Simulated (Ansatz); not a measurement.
Results of r²SCAN (plane waves, PAW; Ansatz, a quantum-chemistry and plane-wave program) for cubic perovskite CsSnI₃ (cubic high-temperature phase).

Numerical settings: plane-wave cutoff 600 eV, 4×4×4 k mesh, scalar-relativistic PAW data made under PBE.

Computed at the level's own relaxed cell.

Hill averages of the elastic tensor: K = 17.5 GPa, G = 8.8 GPa. Volume 48.649 Å³/atom, mean atomic mass 126.466 u.

Problem. Work out the density, the sound velocities of a polycrystal and the elastic Debye temperature at this level.

Solution. ρ = 1.66054 × 126.466/48.649 = 4.317 g/cm³. v_l = √[(K + 4G/3)/ρ] = 2.602 km/s and v_t = √(G/ρ) = 1.428 km/s. The mean follows from 3/v_m³ = 1/v_l³ + 2/v_t³: v_m = 1.592 km/s. Θ_D = (ħ/k_B) v_m (6π²/V)^(1/3) = 76.38 K Å s/km × 1.592 × 1.0677 Å⁻¹ = 130 K, counting all atoms of the cell.

Note: the relaxation could not lower the start's symmetry, so the cell can be a saddle point above a distorted one.
